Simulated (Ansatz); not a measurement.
Gap of a (6,0) GaN nanotube at several levels, all on one geometry.

Levels: PBE (plane waves to 420 eV, PAW; Ansatz, a program for electronic structure); PBE with spin-orbit coupling in Ansatz; r2SCAN (plane waves to 500 eV, PAW; Ansatz). Unmarked values and the geometry are of the first. Mesh 1×1×6. No spin polarisation. One-dimensional cell, images about 11 Å apart. A hypothetical model, rolled from the flat sheet. Symmetry and one short period hold its shape; lower forms weren't sought.

| level | gap (eV) |
|---|---|
| PBE | 1.86 |
| PBE+SOC | 1.86 |
| r2SCAN | [?] |

What belongs in the gaps?


- r2SCAN, gap (eV): 2.22
